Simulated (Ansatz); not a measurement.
Cost and result by functional for the surface energy of the (20-21) surface of hcp Tl in its 1x1 cell, outermost plane spacing 0.25 Å in the ideal cut, in Ansatz (plane waves, PAW). Single points on the PBE structure, on one kind of machine; costs are rough ratios of the slab run's core time (references not counted) to the cheapest single point. r2SCAN's cost holds its higher cutoff (500 against 420 eV). Differences are taken against r2SCAN for comparison alone: no measured value is at hand, so the table doesn't rank accuracy.

Slab: 16 atoms, 10.7 Å thick at the start; k 11x4x1, smearing 0.1 eV, dipole-corrected; all atoms relaxed; held to the part of the start's symmetry that mesh and held atoms allow; no spin, no spin-orbit, no U. These notes are the PBE run's.

| functional | relative cost | surface energy (J/m²) | less r2SCAN (J/m²) |
|---|---|---|---|
| PBEsol | 1 | 0.36 | 0.02 |
| LDA | 1 | 0.42 | 0.08 |
| RPBE | 1 | 0.16 | -0.18 |
| r2SCAN | 2 | 0.34 | 0.00 |
| PBE (the relaxed run's value) | – | 0.26 | -0.08 |

The values span 0.26 J/m², while the single points' costs differ by a factor of roughly 2. Differences are of unrounded values.

Ansatz is a program for electronic structure.
